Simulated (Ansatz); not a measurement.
Cost and result by functional for the adsorption energy of OH on the 1x1 (110) surface of bcc W, one in a 2x2 cell, started at the site 'bridge W-W (span 3.2 Å)', in Ansatz (plane waves, PAW). Single points on the PBE structure, on one kind of machine; costs are rough ratios of the slab run's core time (references not counted) to the cheapest single point. r2SCAN's cost holds its higher cutoff (500 against 420 eV). Differences are taken against r2SCAN for comparison alone: no measured value is at hand, so the table doesn't rank accuracy.

Set-up: 18 atoms, 6.6 Å thick at the start under the adsorbate (thin: gaps and levels are the slab's own); mesh 6x6x1; 0.1 eV smearing; dipole correction on; 8 atoms held, the rest relaxed; no symmetry held; no spin, no spin-orbit, no U, no dispersion correction. At the end it is bonded to 3 W. In PBE it is, or lies within 0.03 eV of, the lowest of the starts that converged. These notes are the PBE run's. Adsorption energies are against H2O(g) − ½ H2(g). A negative adsorption energy means that the adsorbate is more stable on the surface than in its reference.

```tsv
functional	relative cost	adsorption energy (eV)	less r2SCAN (eV)
RPBE	1	-0.73	0.55
r2SCAN	2	-1.28	0.00
PBE (the relaxed run's value)	–	-0.99	0.29
```

The values span 0.55 eV, while the single points' costs differ by a factor of roughly 2. Differences are of unrounded values.

Ansatz is a first-principles code.
